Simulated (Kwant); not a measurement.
Model system: GaAs/Al0.3Ga0.7As stack with 1 barrier. One parabolic valley. Leads of mass 0.067 mₑ with the band edge at 0; grid 0.1 nm; bias swept from 0.0096 to 0.44756 V, dropping linearly over the stack. Emitter Fermi level 0.022 eV, 4 K, equal in the collector.

```csv
layer,thickness (nm),band offset (eV),mass (mₑ)
1,4.7,0.24,0.092
```

Constants are typed, rounded textbook-type inputs, not results; the design itself was drawn at random and stands for no fabricated device.

Kwant, one-band effective-mass tight-binding model in one dimension, coherent, no space charge, current by the Tsu-Esaki formula.

Sweep values stay those of the base run.

Base results: J (A/cm²) at bias = 0.2205 V 2170; J (A/cm²) at bias = 0.4476 V 13000; J (A/cm²) at bias = 0.1069 V 867; J (A/cm²) at bias = 0.3340 V 5230.

Problem. What follows from this one change: mass in the first barrier 0.092 → 0.055 mₑ?

Solution. J at bias = 0.2205 V 2170 → 6350 A/cm²; J at bias = 0.4476 V 13000 → 22600 A/cm²; J at bias = 0.1069 V 867 → 2720 A/cm²; J at bias = 0.3340 V 5230 → 12700 A/cm².

Problem. What follows from this one change: height of the first barrier 0.24 → 0.14 eV?

Solution. J at bias = 0.2205 V 2170 → 21800 A/cm²; J at bias = 0.4476 V 13000 → 106000 A/cm²; J at bias = 0.1069 V 867 → 8070 A/cm²; J at bias = 0.3340 V 5230 → 54700 A/cm².

Problem. What follows from this one change: temperature 4 → 300 K?

Solution. J at bias = 0.2205 V 2170 → 32700 A/cm²; J at bias = 0.4476 V 13000 → 177000 A/cm²; J at bias = 0.1069 V 867 → 13100 A/cm²; J at bias = 0.3340 V 5230 → 77600 A/cm².
